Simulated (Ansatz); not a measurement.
Gap of a (16,0) carbon nanotube at several levels, all on one geometry.

Levels: PBE (plane waves to 420 eV, PAW; Ansatz, a quantum-chemistry and plane-wave program); r2SCAN (plane waves to 500 eV, PAW; Ansatz); Ansatz with HSE06. Unmarked values and the geometry are of the first. Mesh 1×1×18. No spin polarisation. It repeats along c; a and b span vacuum. An idealised model, rolled from the flat sheet. Only distortions within the start's symmetry and period were free. HSE06 ran on a 1×1×4 mesh and at PBE's edge points.

```csv
level,gap (eV)
PBE,0.53
r2SCAN,___
HSE06,0.69
```

Question: Fill in the missing entries.

Answer: 
- r2SCAN, gap (eV): 0.57
